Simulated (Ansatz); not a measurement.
System: TaGa₃ (I4/mmm, No. 139, 4 atoms in the cell; start mp-11416). Method: PBEsol (plane waves, PAW; Ansatz, a program for electronic structure).

Run with plane-wave cutoff 520 eV, 20×20×20 k mesh, Fermi–Dirac smearing 0.05 eV, scalar-relativistic PAW data made under PBE.

Cell (relaxed at this level):

```yaml
crystal:
  lattice:
    - [-1.88824, 1.88824, 4.31749]
    - [1.88824, -1.88824, 4.31749]
    - [1.88824, 1.88824, -4.31749]
  atoms:
    - { symbol: Ta, position: [0.00000, 0.00000, 0.00000] }
    - { symbol: Ga, position: [0.50000, 0.50000, 0.00000] }
    - { symbol: Ga, position: [0.75000, 0.25000, 0.50000] }
    - { symbol: Ga, position: [0.25000, 0.75000, 0.50000] }
```

Problem. Give the computed bulk modulus.

Solution. 
bulk modulus: 141 GPa

The run finds no gap.

Note: the bulk modulus is −V dP/dV from two relaxed cells at ±2 % in volume; the relaxation could not lower the start's symmetry, so the cell can be a saddle point above a distorted one.

Spin–orbit coupling is not included.

The computed numbers hold no vibrational or temperature effects.

Computing time: about 4 core-minutes (a rough figure).

A start named mp-… is a Materials Project structure, which need not be a measured phase.
